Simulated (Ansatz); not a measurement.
The reference is InAs in the zinc blende structure (space group F-43m, No. 216; a = 6.186 Å).

The other end (x = 1) is AlAs in the zinc blende structure (space group F-43m, No. 216): 23.50 Å³/atom, gap 1.50 eV.

The values are results of Ansatz (an electronic-structure program), PBE, PAW, cutoff 420 eV, scalar-relativistic without spin-orbit coupling, not measurements.

Al replaces a fraction x of In; each row is one arrangement (x, atoms in the cell, starting space group or random), fully relaxed.

One change was made to it. Results:

| quantity | base | after |
|---|---|---|
| shortest interatomic distance | 2.679 Å | 2.472 Å |
| band gap | zero | 1.03 eV |

Question: Which of these changes matches the shifts?
(A) x(Al) = 0.25, 8 atoms, Pmm2
(B) x(Al) = 0.75, 8 atoms, Pmm2
(C) x(Al) = 0.667, 6 atoms, Imm2

Answer: B, x(Al) = 0.75, 8 atoms, Pmm2. For comparison, the band gap in the other runs: x(Al) = 0.25, 8 atoms, Pmm2 gives zero; x(Al) = 0.667, 6 atoms, Imm2 gives 0.88 eV.

These are small ordered cells, not random alloys; other orderings at the same x differ. Stability against distortions was not tested. All final runs are without spin polarisation. Gaps under 0.05 eV, about the width of the smearing, are given as zero. The zero or small gap of InAs and AlIn3As4 can change with the level of theory.
